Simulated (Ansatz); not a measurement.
**Short convergence ladders for ZnPPd₅ (P4mm, 7 atoms in the cell)**

```xyz
7
Lattice="3.9029 0.0000 0.0000 0.0000 3.9029 0.0000 0.0000 0.0000 6.8492" Properties=species:S:1:pos:R:3 pbc="T T T"
Zn     1.9515     1.9515     0.0500
P      0.0000     0.0000     3.4246
Pd     0.0000     1.9515     2.0030
Pd     0.0000     1.9515     4.8461
Pd     1.9515     0.0000     2.0030
Pd     1.9515     0.0000     4.8461
Pd     0.0000     0.0000     0.0000
```

Base method: LDA (PW92), default PAW files made with PBE (plane waves; Ansatz, an electronic-structure program).

Base settings: basis.ecutwfc = 30.9 Ry; kpoints.mp_grid.grid = 7 7 3; hamiltonian.xc = lda; hamiltonian.pseudopotentials = {kind: paw} (the program's default PAW files); scf.occupations.method = fermi_dirac; scf.occupations.width = 0.0073 Ry.

The count of work is k-points × plane waves × bands × iterations; it is no time. Core times come from one kind of shared machine, to one figure; runs under 30 s give none.

**The cutoff for other potential files**

Level: DFT, LDA (PW92), plane waves, harder PAW files (source: ansatz) made with PBE.

In this ladder: hamiltonian.pseudopotentials = {kind: paw, source: ansatz}.

The second cell is the first with its lattice scaled by 0.98.

The mesh stays at the base's, so the ladder's end is converged at best in this setting alone.

The first pressure column holds Ansatz's estimate of the finite-basis (Pulay) stress, which hides part of the cutoff error; the other is without it.

Only quantities that move along the ladder and can be compared are tabulated.

```csv
basis.ecutwfc,free energy less the last step's (meV/atom),energy of the compressed cell less the first (meV/atom),pressure (GPa),pressure without the Pulay estimate (GPa),largest difference of a force vector from the last step's (eV/Å),count of work / last,core time / last (rough)
21.7 Ry,11261.38,-73.02,-15.20,-581.18,0.296,0.090,–
26.8 Ry,2046.87,-44.66,-11.88,-150.64,0.164,0.12,–
33.8 Ry,129.89,-29.82,-10.55,-24.28,0.015,0.21,–
41.2 Ry,3.94,-30.24,-10.57,-11.08,0.000,0.28,–
48.5 Ry,1.12,-30.21,-10.57,-10.58,0.000,0.36,0.3
58.1 Ry,0.97,-30.21,-10.57,-10.58,0.000,0.46,0.4
72.8 Ry,0.44,-30.21,-10.57,-10.58,0.000,0.65,0.7
97 Ry,0.00,-30.21,-10.57,-10.58,0.000,1.0,1
```

Coarsest basis.ecutwfc that holds the energy of the compressed cell less the first within 1 meV/atom of the last step, with all finer ones: 33.8 Ry, at 0.21 of the last step's count of work; the step before is off by 14 meV/atom.

Coarsest basis.ecutwfc that holds the pressure within 0.05 GPa of the last step, with all finer ones: 33.8 Ry, at 0.21 of the last step's count of work; the step before is off by 1.3 GPa.

Coarsest basis.ecutwfc that holds the pressure without the Pulay estimate within 0.1 GPa of the last step, with all finer ones: 48.5 Ry, at 0.36 of the last step's count of work and about 0.3 of the last step's time; the step before is off by 0.50 GPa.

The energy difference between the two cells stays within 1 meV/atom of the last step's from 33.8 Ry on, the total only from 58.1 Ry on: much of the error is common to both cells and cancels.

At the lowest cutoff the pressure without the Pulay estimate lies 571 GPa under the last step's, the usual sign of Pulay stress in an incomplete plane-wave basis.

**The density cutoff**

The second cell is the first with its lattice scaled by 0.98.

The mesh stays at the base's, so the ladder's end is converged at best in this setting alone.

Only quantities that move along the ladder and can be compared are tabulated.

```tsv
basis.ecutrho_ratio	free energy less the last step's (meV/atom)	energy of the compressed cell less the first (meV/atom)	pressure (GPa)
2	-1.78	-30.78	-10.41
3	-0.03	-30.21	-10.56
4	0.00	-30.22	-10.56
5	0.00	-30.22	-10.56
6	0.00	-30.22	-10.56
8	0.00	-30.22	-10.56
10	0.00	-30.22	-10.56
12	0.00	-30.22	-10.56
16	0.00	-30.22	-10.56
```

Coarsest basis.ecutrho_ratio that holds the energy of the compressed cell less the first within 0.2 meV/atom of the last step, with all finer ones: 3; the step before is off by 0.56 meV/atom.

Coarsest basis.ecutrho_ratio that holds the free energy within 1 meV/atom of the last step, with all finer ones: 3; the step before is off by 1.8 meV/atom.

Coarsest basis.ecutrho_ratio that holds the pressure within 0.1 GPa of the last step, with all finer ones: 3; the step before is off by 0.15 GPa.

The energy difference between the two cells stays within 1 meV/atom of the last step's from 2 on, the total only from 3 on: much of the error is common to both cells and cancels.

**The relaxed cell against the cutoff**

On ZnPPd5 (P4/mmm, 7 atoms in the cell): atoms on their sites.

In this ladder: relax = cell and atoms.

The mesh stays at the base's, so the ladder's end is converged at best in this setting alone.

Only quantities that move along the ladder and can be compared are tabulated.

```tsv
basis.ecutwfc	relaxed volume (Å³/atom)	relaxation steps	core time / last (rough)
18.4 Ry	14.464	42	1
21.7 Ry	14.059	18	0.7
26.1 Ry	14.032	11	0.5
30.9 Ry	14.034	8	0.5
37.1 Ry	14.032	6	0.5
46.3 Ry	14.031	6	0.7
61.7 Ry	14.031	6	1
```

Coarsest basis.ecutwfc that holds the relaxed volume within 0.014 Å³/atom of the last step, with all finer ones: 26.1 Ry; the step before is off by 0.028 Å³/atom.

At the lowest cutoff the cell relaxes to a volume 3.1 % larger than at the highest. Ansatz relaxes on a stress corrected for the finite basis.

On the base run: the starting cell comes from a database of computed structures (which also holds hypothetical and non-ambient phases and stackings), without a prior relaxation at this level. Its lattice was rescaled by up to half a per cent. One atom was moved a little off its site on purpose. Spin polarisation is off; with an odd number of electrons in the cell that forces a metal, and a magnetic state may lie lower.

Left out of this page: 1 run of the series stopped by limits of time or memory.

Keys are those of Ansatz 0.2.
